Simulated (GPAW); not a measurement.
GPAW run on CdCo2N2 (C2/m, 5 atoms in the cell): self-consistent single point

Method: PBEsol, GPAW PAW datasets PBEsol (made by gpaw-setup) (plane waves; GPAW).

The input file:

```python
from ase import Atoms
from ase.units import GPa
from gpaw import GPAW

atoms = Atoms(['Cd', 'Co', 'Co', 'N', 'N'],
              cell=[[2.655125, -1.532110, 0.000000],
                    [2.655125, 1.532110, 0.000000],
                    [-1.913092, 0.000000, 8.299729]],
              positions=[[1.698579, 0.000000, 4.149864],
                         [1.771393, -0.000000, 0.856781],
                         [1.625765, -0.000000, 7.442948],
                         [-0.144062, -0.000000, 7.034601],
                         [3.541220, 0.000000, 1.265128]],
              pbc=True)

calc = GPAW(mode={'name': 'pw', 'ecut': 950},
            xc='PBEsol',
            kpts={'size': (10, 10, 3), 'gamma': True},
            occupations={'name': 'fermi-dirac', 'width': 0.1},
            nbands=-9,
            convergence={'density': 1e-05},
            symmetry={'symmorphic': False, 'tolerance': 0.0005},
            maxiter=120,
            txt='-')

atoms.calc = calc

energy = atoms.get_potential_energy()
print('Energy (eV):', round(energy, 6))
forces = atoms.get_forces()
print('Forces (eV/Ang):')
print(forces.round(5))
stress = atoms.get_stress()
print('Stress (GPa, Voigt):', (stress / GPa).round(4))
```

Log, with long lists cut:

```
Input parameters:
  convergence: {density: 1e-05}
  kpts: {gamma: True,
         size: (10, 10, 3)}
  maxiter: 120
  mode: {ecut: 950,
         name: pw}
  nbands: -9
  occupations: {name: fermi-dirac,
                width: 0.1}
  symmetry: {symmorphic: False,
             tolerance: 0.0005}
  xc: PBEsol

species:
  Cd:
    name: Cadmium
    Z: 48.0
    valence: 12
    core: 36
    charge: 0.0
    file: Cd.PBEsol.gz

    # Using partial waves for Cd as LCAO basis

  Co:
    name: Cobalt
    Z: 27.0
    valence: 9
    core: 18
    charge: 0.0
    file: Co.PBEsol.gz

    # Using partial waves for Co as LCAO basis

  N:
    name: Nitrogen
    Z: 7.0
    valence: 5
    core: 2
    charge: 0.0
    file: N.PBEsol.gz

    # Using partial waves for N as LCAO basis

Reference energy: -230791.971513  # eV

Spin-paired calculation

Convergence criteria:
 Maximum [total energy] change in last 3 cyles: 0.0005 eV / valence electron
 Maximum integral of absolute [dens]ity change: 1e-05 electrons / valence electron
 Maximum integral of absolute [eigenst]ate change: 4e-08 eV^2 / valence electron
 Maximum number of scf [iter]ations: 120

Symmetries present (total): 4
Symmetries with fractional translations: 0
300 k-points: 10 x 10 x 3 Monkhorst-Pack grid + [1/20,1/20,0.000000]
86 k-points in the irreducible part of the Brillouin zone
       k-points in crystal coordinates                weights
   0:     0.00000000    0.00000000    0.00000000          1/300
   1:     0.00000000    0.00000000    0.33333333          2/300
   2:     0.10000000   -0.10000000    0.00000000          2/300
   [... 7 lines left out ...]
          ...
  85:     0.50000000    0.50000000    0.33333333          2/300

Wave functions: Plane wave expansion
  Cutoff energy: 950.000 eV
  Number of coefficients (min, max): 4470, 4521
  Pulay-stress correction: 0.000000 eV/Ang^3 (de/decut=0.000000)

Occupation numbers: Fermi-Dirac:
  width: 0.1000  # eV

Eigensolver

Densities:
  Coarse grid: 24*24*63 grid
  Fine grid: 48*48*126 grid
  Total Charge: 0.000000

Density mixing:
  Method: separate
  Backend: pulay
  Linear mixing parameter: 0.05
  old densities: 5
  Damping of long wavelength oscillations: 50

Hamiltonian:
  XC and Coulomb potentials evaluated on a 48*48*126 grid
  External potential:
    NoExternalPotential

XC parameters: PBEsol with 2 nearest neighbor stencil

Number of atoms: 5
Number of atomic orbitals: 35
Number of bands in calculation: 29
Number of valence electrons: 40
Bands to converge: occupied

Density initialized from atomic densities
  29 bands from LCAO basis set

Atomic positions and initial magnetic moments

Positions:
   0 Cd     1.698579    0.000000    4.149864    ( 0.0000,  0.0000,  0.0000)
   1 Co     1.771393   -0.000000    0.856781    ( 0.0000,  0.0000,  0.0000)
   2 Co     1.625765   -0.000000    7.442948    ( 0.0000,  0.0000,  0.0000)
   3 N     -0.144062   -0.000000    7.034601    ( 0.0000,  0.0000,  0.0000)
   4 N      3.541220    0.000000    1.265128    ( 0.0000,  0.0000,  0.0000)

Unit cell:
           periodic     x           y           z      points  spacing
  1. axis:    yes    2.655125   -1.532110    0.000000    24     0.1099
  2. axis:    yes    2.655125    1.532110    0.000000    24     0.1099
  3. axis:    yes   -1.913092    0.000000    8.299729    63     0.1317

  Lengths:   3.065461   3.065461   8.517360
  Angles:  101.218145 101.218145  59.973223

Effective grid spacing dv^(1/3) = 0.1230

     iter     time        total  log10-change:
                         energy   eigst   dens
iter:   1 --:--:--   -38.602554
iter:   2 --:--:--   -37.008372   -0.82  -1.09
iter:   3 --:--:--   -35.806835   -0.93  -1.19
iter:   4 --:--:--   -35.592574   -2.05  -1.44
iter:   5 --:--:--   -35.592817   -2.46  -1.52
iter:   6 --:--:--   -35.628526   -1.75  -1.57
iter:   7 --:--:--   -35.542993   -2.22  -2.02
iter:   8 --:--:--   -35.550389   -2.84  -2.32
iter:   9 --:--:--   -35.535823c  -2.59  -2.22
iter:  10 --:--:--   -35.530841c  -3.58  -2.67
iter:  11 --:--:--   -35.530611c  -4.50  -2.87
iter:  12 --:--:--   -35.531680c  -4.23  -2.93
iter:  13 --:--:--   -35.531270c  -4.56  -3.00
iter:  14 --:--:--   -35.531147c  -5.13  -3.37
   [... 2 lines left out ...]
iter:  17 --:--:--   -35.531155c  -7.08  -4.07
iter:  18 --:--:--   -35.531143c  -6.96  -4.15
iter:  19 --:--:--   -35.531121c  -6.31  -4.22
iter:  20 --:--:--   -35.531119c  -7.04  -4.41
iter:  21 --:--:--   -35.531117c  -6.89  -4.43
iter:  22 --:--:--   -35.531108c  -7.81c -4.55
iter:  23 --:--:--   -35.531111c  -7.77c -4.78
iter:  24 --:--:--   -35.531113c  -8.29c -4.94
iter:  25 --:--:--   -35.531117c  -8.44c -4.99
iter:  26 --:--:--   -35.531117c  -8.89c -5.44c

Converged after 26 iterations.

Dipole moment: (-0.000000, 0.000000, -0.000003) |e|*Ang

Energy contributions relative to reference atoms: (reference = -230791.971513)

Kinetic:        +33.950916
Potential:      -33.147639
External:        +0.000000
XC:             -36.573288
Entropy (-ST):   -0.086212
Local:           +0.282000
SIC:             +0.000000
--------------------------
Free energy:    -35.574224
Extrapolated:   -35.531117

Showing only first 2 kpts
 Kpt  Band  Eigenvalues  Occupancy
  0    18      5.71120    1.99997
  0    19      7.99234    0.00002
  0    20      9.34984    0.00000
  0    21      9.58790    0.00000

  1    18      5.71227    1.99997
  1    19      8.16493    0.00000
  1    20      8.85867    0.00000
  1    21      9.58678    0.00000

Fermi level: 6.81867

No gap
No difference between direct/indirect transitions
Energy (eV): -35.531117

Forces in eV/Ang:
  0 Cd    0.00000    0.00000    0.00000
  1 Co   -0.00997    0.00000   -0.15867
  2 Co    0.00997    0.00000    0.15867
  3 N     0.00314    0.00000    0.19692
  4 N    -0.00314    0.00000   -0.19692

Stress tensor:
     0.035981     0.000000    -0.000221
     0.000000     0.035962     0.000000
    -0.000221     0.000000     0.030739
Stress (GPa, Voigt): [ 5.7647  5.7618  4.9249  0.     -0.0354  0.    ]
```

The run converged in 26 iterations. GPAW prints stress with tension positive.

At such cutoffs GPAW's stress carries a finite-basis (Pulay) error, which enters relaxed cells too; its log prints stress with tension positive.

The starting cell comes from a database of computed structures (which also holds hypothetical and non-ambient phases and stackings), without a prior relaxation at this level. Spin polarisation is off, so a magnetic state, if there is one, cannot be reached.

Cost on one core of a shared machine: roughly 7 min.
